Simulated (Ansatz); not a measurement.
The starting structures come from a database of crystals and need not be the phases stable at ambient conditions.

 Where the default PAW files enter, the runs use the earlier of Ansatz's two default sets.

Data:

```
AlGaP2
1.0
    3.86549     0.00000     0.00000
    0.00000     3.86549     0.00000
    0.00000     0.00000     5.45561
Al Ga P
1 1 2
Direct
  0.50000   0.50000   0.50000
  0.00000   0.00000   0.00000
  0.00000   0.50000   0.25039
  0.50000   0.00000   0.74961
```

Space group of this cell: P-4m2. The cell is taken as given.

Calculation: PBEsol (plane waves, PAW; Ansatz, a first-principles code).

The current runs along the normal of the first two printed vectors; no spin-orbit coupling. Scaled by the factor s: both lengths across the current (ions clamped). Meshes 8×8×6 and 8×8 across the current in all rows.

```tsv
s	mean pressure (GPa)	slowest mid-gap decay constant κ (1/Å)
0.98	3.4	?
1.00	-0.3	0.156
1.02	-3.4	0.136
```

Task: Take the slope of the slowest mid-gap decay constant κ against ln s from the two given rows, extrapolate to s = 0.98, and say what the run there gives.

Result: Slope = (0.136 − 0.156) / ln 1.02 = -1.01 1/Å. The line gives 0.156 + (-1.01) × ln 0.98 = 0.176 1/Å. The run gives 0.169 1/Å, 0.007 1/Å under the line, 36 % of the predicted step.
